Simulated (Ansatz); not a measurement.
System: interstitial H in 4H silicon carbide strained by -1.5 % along x and y, z held (charge state +1). Calculation: PBE, PAW (plane waves to 420 eV; Ansatz, a quantum-chemistry and plane-wave program).

72-site cell at the strained lattice (strain from the relaxed PBE one, atoms relaxed), a 2×2×2 k-point mesh shifted by half a step along c, smearing 0.01 eV, spin-restricted, no finite-size correction. Static, classical nuclei. The charge state is imposed; whether it is stable for some Fermi level was not computed. Sites that were not tried may lie lower.

The step: one H atom jumps by itself. Atoms about the jump, Cartesian Å from the middle of the jump, before and after:

```json
[
 {"atom": "H1", "x0": "-0.03", "y0": "0.56", "z0": "-0.76", "x1": "0.03", "y1": "-0.56", "z1": "0.76"},
 {"atom": "C2", "x0": "0.03", "y0": "-0.51", "z0": "-0.46", "x1": "0.02", "y1": "-0.58", "z1": "-0.36"},
 {"atom": "Si3", "x0": "-1.61", "y0": "0.31", "z0": "0.27", "x1": "-1.59", "y1": "0.35", "z1": "0.20"},
 {"atom": "Si4", "x0": "1.64", "y0": "0.31", "z0": "0.26", "x1": "1.64", "y1": "0.35", "z1": "0.20"},
 {"atom": "C5", "x0": "-1.51", "y0": "0.30", "z0": "2.12", "x1": "-1.51", "y1": "0.30", "z1": "2.09"},
 {"atom": "C6", "x0": "1.55", "y0": "0.30", "z0": "2.12", "x1": "1.55", "y1": "0.30", "z1": "2.09"},
 {"atom": "C7", "x0": "-1.51", "y0": "2.05", "z0": "-0.42", "x1": "-1.50", "y1": "2.07", "z1": "-0.44"},
 {"atom": "C8", "x0": "1.55", "y0": "2.05", "z0": "-0.42", "x1": "1.54", "y1": "2.07", "z1": "-0.44"},
 {"atom": "Si9", "x0": "0.02", "y0": "2.94", "z0": "0.22", "x1": "0.02", "y1": "2.94", "z1": "0.22"},
 {"atom": "Si10", "x0": "0.02", "y0": "1.19", "z0": "2.75", "x1": "0.02", "y1": "1.19", "z1": "2.74"},
 {"atom": "Si11", "x0": "0.02", "y0": "-2.35", "z0": "0.21", "x1": "0.02", "y1": "-2.44", "z1": "0.20"},
 {"atom": "Si12", "x0": "0.02", "y0": "-0.62", "z0": "-2.43", "x1": "0.02", "y1": "-0.58", "z1": "-2.35"}
]
```

**Question.** Give the saddle-point geometry and the barrier.

**Answer.** 
| atom | x | y | z |
|---|---|---|---|
| H1 | 0.02 | 0.28 | 0.25 |
| C2 | 0.03 | -0.59 | -0.43 |
| Si3 | -1.69 | 0.32 | 0.23 |
| Si4 | 1.73 | 0.31 | 0.22 |
| C5 | -1.52 | 0.29 | 2.09 |
| C6 | 1.56 | 0.29 | 2.09 |
| C7 | -1.52 | 2.04 | -0.43 |
| C8 | 1.56 | 2.04 | -0.43 |
| Si9 | 0.02 | 2.91 | 0.22 |
| Si10 | 0.02 | 1.17 | 2.73 |
| Si11 | 0.02 | -2.37 | 0.25 |
| Si12 | 0.02 | -0.55 | -2.36 |
It lies 0.23 eV above the start and 0.13 eV above the end. The saddle point's order was not checked, and it lies on a symmetry element of the cell, where a band can be held.
